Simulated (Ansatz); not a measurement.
1T (CdI2-type) PtTe₂, treated with HSE06-D3(BJ) (PAW; Ansatz, a quantum-chemistry and plane-wave program).

Rigid layers of the crystal as relaxed at this level are moved apart or together:

```
run   k mesh  layer repeat (Å)  energy against free layers (meV/Å²)  gap on the mesh (eV)
---  -------  ----------------  -----------------------------------  --------------------
1    12×12×8              5.02                               -69.18                 0.000
2    12×12×8              5.22                               -66.27                 0.000
3    12×12×6              5.62                               -54.80                 0.000
4    12×12×6              6.22                               -38.83                 0.000
5    12×12×4              8.22                               -10.34                 1.133
```

The lowest energy of these points lies at a layer repeat of 5.02 Å.

Spin–orbit coupling is not included.

Note: exact exchange on metals is sensitive to the k mesh and can open a false gap.
